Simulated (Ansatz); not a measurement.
# Pressure series in hypothetical diamond Ir

The reference is Ir in the diamond structure (space group Fd-3m, No. 227; a = 5.5674 Å; a hypothetical phase, not in the database extracts checked).

Cell and atoms are relaxed at each pressure.

Levels (all Ansatz, a program for electronic structure, PAW): PBE (420 eV, without spin-orbit coupling); PBEsol (420 eV, scalar-relativistic without spin-orbit coupling).

The base cell above is that of PBE; each level relaxes its own structures.

```json
[
 {"case": "pressure −2 GPa", "lattice parameter a, PBE": "10.560 bohr", "lattice parameter a, PBEsol": "10.440 bohr"},
 {"case": "pressure −1 GPa", "lattice parameter a, PBE": "10.540 bohr", "lattice parameter a, PBEsol": "10.422 bohr"},
 {"case": "pressure 0.3 GPa", "lattice parameter a, PBE": "10.515 bohr", "lattice parameter a, PBEsol": "10.400 bohr"},
 {"case": "pressure 0.7 GPa", "lattice parameter a, PBE": "10.508 bohr", "lattice parameter a, PBEsol": "10.393 bohr"},
 {"case": "pressure 1.5 GPa", "lattice parameter a, PBE": "10.493 bohr", "lattice parameter a, PBEsol": "10.380 bohr"},
 {"case": "pressure 3 GPa", "lattice parameter a, PBE": "10.466 bohr", "lattice parameter a, PBEsol": "10.357 bohr"},
 {"case": "pressure 5 GPa", "lattice parameter a, PBE": "10.432 bohr", "lattice parameter a, PBEsol": "10.326 bohr"},
 {"case": "pressure 7.5 GPa", "lattice parameter a, PBE": "10.392 bohr", "lattice parameter a, PBEsol": "10.290 bohr"},
 {"case": "pressure 10 GPa", "lattice parameter a, PBE": "10.354 bohr", "lattice parameter a, PBEsol": "10.255 bohr"}
]
```

PBE lies above PBEsol in every row, by 0.099 bohr to 0.120 bohr. They put the cases in the same order.

Load acts through the strain it causes; cell and atoms are relaxed under it. Stability against distortions was not tested. Competing high-pressure phases were not computed. The final runs are not spin-polarised.
